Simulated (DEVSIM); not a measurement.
abrupt Si n-p junction

System: abrupt Si n-p junction, at 300 K.

| layer (left to right) | material | thickness (μm) | Nd (cm⁻³) | Na (cm⁻³) | τn (s) | τp (s) |
|---|---|---|---|---|---|---|
| 1 | Si | 96.0 | 1.3e15 | - | 0.00039 | 0.00039 |
| 2 | Si | 0.570 | - | 3.7e14 | 0.00039 | 0.00039 |

Left contact: ohmic. Right contact: ohmic. Voltage is applied to the left contact. Recombination: SRH at mid-gap, Auger. Mobility is constant in doping.

This is a model device: material constants are rounded textbook-type values typed into the input, and sizes, dopings and lifetimes were drawn at random. Values at 300 K.

```csv
parameter,Si
gap (eV),1.124
affinity (eV),4.05
permittivity,11.7
Nc (cm⁻³),2.86e19
Nv (cm⁻³),3.1e19
μn (cm²/Vs),1417
μp (cm²/Vs),470
Cn (cm⁶/s),2.8e-31
Cp (cm⁶/s),9.9e-32
```

Simulated with DEVSIM: 1D drift-diffusion, Boltzmann statistics, complete ionisation; no tunnelling, impact ionisation, image-force lowering or self-heating.

| Property | Value |
|---|---|
| Potential step across the device at zero bias | 0.572 V |
| Largest field in the device at zero bias | 8200 V/cm |
| Dark forward voltage at 1 A/cm² | 0.451 V |

Dark forward current:

```tsv
V (V)	J (A/cm²)
-0.05	-2.1e-6
-0.15	-9.2e-5
-0.20	-0.00056
-0.30	-0.019
-0.40	-0.37
-0.45	-0.98
-0.55	-3.0
-0.60	-4.2
-0.70	-6.8
-0.80	-9.6
-0.85	-11
-0.95	-14
-1.05	-17
-1.10	-19
-1.20	-22
-1.25	-24
-1.35	-27
-1.45	-30
-1.50	-32
-1.60	-36
```

Small-signal capacitance in reverse bias (quasi-static):

```
V (V)  C (nF/cm²)
-----  ----------
0.4          8.90
1            7.41
2            6.03
3            5.22
4            4.66
6            3.94
8            3.47
10           3.14
13           2.78
16           2.52
20           2.27
```
